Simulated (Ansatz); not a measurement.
We consider BaSO₄ (F-43m, No. 216, 6 atoms in the cell; start mp-3307; a measured phase of this formula has another space group), described by LDA (PAW; Ansatz, a program for electronic structure).

Numerical settings: plane-wave cutoff 500 eV, 10×10×10 k mesh, gaussian smearing 0.02 eV, scalar-relativistic PAW data made under PBE.

Cell (relaxed at this level):

```cif
data_Ba4O16S4
_chemical_formula_sum 'Ba4 S4 O16'
_space_group_name_H-M_alt 'F-43m'
_space_group_IT_number 216
_space_group_name_Hall 'F -4 2 3'
_cell_length_a 7.12701
_cell_length_b 7.12701
_cell_length_c 7.12701
_cell_angle_alpha 90.000
_cell_angle_beta 90.000
_cell_angle_gamma 90.000
loop_
_atom_site_label
_atom_site_type_symbol
_atom_site_symmetry_multiplicity
_atom_site_Wyckoff_symbol
_atom_site_fract_x
_atom_site_fract_y
_atom_site_fract_z
_atom_site_occupancy
Ba1 Ba 4 b 0.50000 0.50000 0.50000 1
S1 S 4 a 0.00000 0.00000 0.00000 1
O1 O 16 e 0.88041 0.88041 0.88041 1
```
(The calculation used a cell of 6 atoms; values per cell refer to that cell.)

Q: What does this level give for the band gap?

A: 
* **band gap**: 4.36 eV (on the SCF k mesh)

Note: the relaxation could not lower the start's symmetry, so the cell can be a saddle point above a distorted one.

Spin–orbit coupling is not included.

Computed values are for the static lattice.

The result took around 50 core-seconds (rough).

A start named mp-… is a Materials Project structure, which need not be a measured phase.
